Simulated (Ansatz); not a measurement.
Start from Ir in the fcc (Cu type) structure (space group Fm-3m, No. 225; a = 3.8311 Å; relaxed with 0.1 eV smearing). Axes: x, y, z lie along the cube axes.

Structures relaxed with DFT with PBEsol, PAW potentials and a 420 eV plane-wave cutoff in Ansatz (a first-principles code), scalar-relativistic without spin-orbit coupling.

Base:

Simulated powder pattern, Mo Kα, λ = 0.71073 Å (kinematic, ideal powder, no thermal factors, no anomalous dispersion; the 8 strongest lines at most, above 2 %, up to 2θ = 40°):

| 2θ (°) | I/Imax (%) | hkl |
|---|---|---|
| 18.49 | 100 | (111) |
| 21.38 | 51 | (200) |
| 30.42 | 38 | (220) |
| 35.83 | 45 | (311) |
| 37.49 | 13 | (222) |

After one change:

Simulated powder pattern, Mo Kα, λ = 0.71073 Å (kinematic, ideal powder, no thermal factors, no anomalous dispersion; the 8 strongest lines at most, above 2 %, up to 2θ = 40°):

| 2θ (°) | I/Imax (%) |
|---|---|
| 18.79 | 100 |
| 20.72 | 19 |
| 22.22 | 32 |
| 30.57 | 26 |
| 31.63 | 12 |
| 35.18 | 17 |
| 37.05 | 28 |
| 38.12 | 13 |

**Question.** Which change produced these results?
A) uniaxial strain ε_xx = +5.96 %
B) tensor shear ε_xz = +0.53 %
C) biaxial strain −3.74 %, plane normal [001], relaxed out of plane
D) uniaxial stress, 3 GPa tension along x

**Answer.** C, biaxial strain −3.74 %, plane normal [001], relaxed out of plane. Its volume per atom is 13.44 Å³ against 14.06 Å³, and its space group is I4/mmm (No. 139).

Beyond what the load breaks, stability against distortions was not tested. All final runs are without spin polarisation.
